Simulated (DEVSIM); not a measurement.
System: Ru/SiON/SiO2/p-Si capacitor, at 300 K.

```tsv
layer (left to right)	material	thickness (nm)	Na (cm⁻³)
1	SiON	3.50	-
2	SiO2	1.10	-
3	Si	3700	2.4e16
```

Metal gate on the left, work function 4.7 eV. Fixed charge at the semiconductor interface -1.7e10 cm⁻² (in units of +e); interface traps 9.4e11 cm⁻² eV⁻¹, uniform in energy, neutral level at 0.5 of the gap above the valence band.

Constants are typed, rounded textbook-type inputs, not results; the design itself was drawn at random and stands for no fabricated device. Values at 300 K.

| parameter | SiON | SiO2 | Si |
|---|---|---|---|
| gap (eV) | 7 | 9 | 1.124 |
| affinity (eV) | 1.4 | 0.9 | 4.05 |
| permittivity | 5.5 | 3.9 | 11.7 |
| Nc (cm⁻³) | - | - | 2.86e19 |
| Nv (cm⁻³) | - | - | 3.1e19 |

DEVSIM, 1D Poisson equation in equilibrium, Boltzmann statistics, complete ionisation; no quantum confinement or tunnelling. Metal contacts follow the ideal Schottky-Mott rule: no Fermi-level pinning, no interface dipoles.

The interface trap density was swept, all else fixed.

```
interface trap density (cm^-2 eV^-1)  minimum of the low-frequency capacitance (μF/cm²)  threshold voltage (band bending 2φF) (V)  flat-band voltage (V)
------------------------------------  -------------------------------------------------  ----------------------------------------  ---------------------
0                                                                                0.0550                                      0.55                  -0.29
1e10                                                                             0.0565                                      0.55                  -0.29
1e11                                                                             0.0692                                      0.56                  -0.29
3e11                                                                             0.0962                                      0.57                  -0.30
9.4e11                                                                            0.171                                      0.61                  -0.34
1e12                                                                              0.178                                      0.61                  -0.35
2e12                                                                              0.272                                      0.68                  -0.41
```

From the first row to the last the minimum of the low-frequency capacitance goes from 0.0550 to 0.272. From the first row to the last the threshold voltage (band bending 2φF) goes from 0.55 to 0.68.
